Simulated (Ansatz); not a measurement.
# Response to strain in Pt

The reference is Pt in the fcc (Cu type) structure (space group Fm-3m, No. 225; a = 3.895 Å; relaxed with 0.1 eV smearing). Axes: x, y, z lie along the cube axes.

Strains are applied to the cell and any free atomic positions relax.

The values are results of LDA, PAW, 420 eV (Ansatz, an electronic-structure program; spin-orbit coupling left out), not measurements.

Notes on the quantities. energy relative to the base: free energy F; pressure: mean of the normal stresses, compression positive.

```
change                          energy relative to the base  pressure  shortest interatomic distance
------------------------------  ---------------------------  --------  -----------------------------
base                                             0 meV/atom   0.0 GPa                        2.754 Å
uniaxial strain ε_zz = −3.00 %                 +17 meV/atom  10.2 GPa                        2.713 Å
uniaxial strain ε_zz = −2.50 %                 +12 meV/atom   8.3 GPa                        2.720 Å
uniaxial strain ε_zz = −1.00 %                +1.8 meV/atom   3.2 GPa                        2.741 Å
uniaxial strain ε_zz = −0.50 %                +0.4 meV/atom   1.6 GPa                        2.748 Å
uniaxial strain ε_zz = +0.50 %                +0.4 meV/atom  -1.5 GPa                        2.754 Å
uniaxial strain ε_zz = +1.00 %                +1.7 meV/atom  -2.9 GPa                        2.754 Å
uniaxial strain ε_zz = +1.50 %                +3.8 meV/atom  -4.3 GPa                        2.754 Å
uniaxial strain ε_zz = +2.00 %                +6.7 meV/atom  -5.7 GPa                        2.754 Å
uniaxial strain ε_zz = +3.00 %                 +15 meV/atom  -8.2 GPa                        2.754 Å
```

No phonon test of stability was made. The final runs are not spin-polarised. Pt lies near a magnetic instability that expansion can trigger; it was not tested.
